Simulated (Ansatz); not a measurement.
**Pressure series in hypothetical P-6m2 Ti2InB2**

Consider Ti2InB2 (space group P-6m2, No. 187; a = 3.056 Å, c = 7.829 Å; a hypothetical phase, not in the database extracts checked).

Cell and atoms are relaxed at each pressure.

Level of theory: PBEsol (Ansatz, a program for electronic structure), scalar-relativistic without spin-orbit coupling.

Two rows of this table had their results exchanged by mistake.

```
pressure          volume per atom (Å³)  shortest distance (Å)  band gap
----------------  --------------------  ---------------------  --------
pressure −2 GPa                  12.83                  1.771      zero
pressure −1 GPa                  12.74                  1.768      zero
pressure 0.3 GPa                 12.54                  1.759      zero
pressure 0.7 GPa                 12.61                  1.762      zero
pressure 1.5 GPa                 12.64                  1.763      zero
pressure 3 GPa                   12.43                  1.755      zero
pressure 5 GPa                   12.29                  1.748      zero
pressure 7.5 GPa                 12.12                  1.741      zero
pressure 10 GPa                  11.97                  1.735      zero
```

**Question.** Which two?

**Answer.** The rows for pressure 0.3 GPa and pressure 1.5 GPa: the volume has to fall steadily with pressure, so 12.64 Å³ belongs to pressure 0.3 GPa and 12.54 Å³ to pressure 1.5 GPa.

Load acts through the strain it causes; cell and atoms are relaxed under it. Whether these cells are dynamically stable was not tested. Competing high-pressure phases were not computed. The final runs are not spin-polarised. An odd electron count without spin: Ti2InB2.
